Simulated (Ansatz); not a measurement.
# How far to go with the k-point mesh at a smearing width of 0.05 eV: In (I4/mmm, 1 atom in the cell)

```yaml
crystal:
  lattice:
    - [-1.62987, 1.62987, 2.48243]
    - [1.62987, -1.62987, 2.48243]
    - [1.62987, 1.62987, -2.48243]
  atoms:
    - { symbol: In, position: [0.00000, 0.00000, 0.00000] }
```

Computed with PBE (plane waves, PAW; Ansatz, a program for electronic structure).

Base settings: basis.ecutwfc = 420 eV; kpoints.mp_grid.grid = 14 14 14; hamiltonian.xc = pbe; hamiltonian.pseudopotentials = {kind: paw} (the program's default PAW files); scf.occupations.method = fermi_dirac; scf.occupations.width = 0.1 eV.

In this ladder: scf.occupations.width = 0.05 eV.

The second cell is the first with its lattice scaled by 0.98.

Only quantities that move along the ladder and can be compared are tabulated.

The count of work is k-points × plane waves × bands × iterations; it is no time. 

The starting cell has typed, rounded lattice constants, without a prior relaxation at this level. Its lattice was rescaled by up to half a per cent. Ansatz's pressure includes its estimate of the finite-basis (Pulay) stress.

Steps (kpoints.mp_grid.grid): 5 5 5; 6 6 6; 7 7 7; 9 9 9; 11 11 11; 13 13 13; 15 15 15; 19 19 19; 23 23 23; 28 28 28; 34 34 34.

What is the coarsest kpoints.mp_grid.grid that holds the pressure within 0.2 GPa of the last step, with all finer ones?

9 9 9, at 0.026 of the last step's count of work; the step before is off by 0.39 GPa.

What is the coarsest kpoints.mp_grid.grid that holds the free energy within 1 meV/atom of the last step, with all finer ones?

15 15 15, at 0.10 of the last step's count of work; the step before is off by 1.6 meV/atom.

What is the coarsest kpoints.mp_grid.grid that holds the energy of the compressed cell less the first within 2 meV/atom of the last step, with all finer ones?

9 9 9, at 0.026 of the last step's count of work; the step before is off by 4.6 meV/atom.

```tsv
kpoints.mp_grid.grid	free energy less the last step's (meV/atom)	energy of the compressed cell less the first (meV/atom)	pressure (GPa)	count of work / last
5 5 5	45.05	35.95	2.52	0.0054
6 6 6	-27.74	24.52	1.17	0.011
7 7 7	9.09	25.02	1.22	0.014
9 9 9	15.06	30.45	1.77	0.026
11 11 11	2.29	29.88	1.65	0.044
13 13 13	-1.56	30.43	1.68	0.069
15 15 15	0.86	29.33	1.58	0.10
19 19 19	0.08	29.87	1.65	0.19
23 23 23	-0.14	29.78	1.63	0.33
28 28 28	0.23	29.78	1.64	0.58
34 34 34	0.00	29.59	1.61	1.0
```

The energy difference between the two cells stays within 1 meV/atom of the last step's from 9 9 9 on, the total only from 15 15 15 on: much of the error is common to both cells and cancels.

Keys are those of Ansatz 0.2.
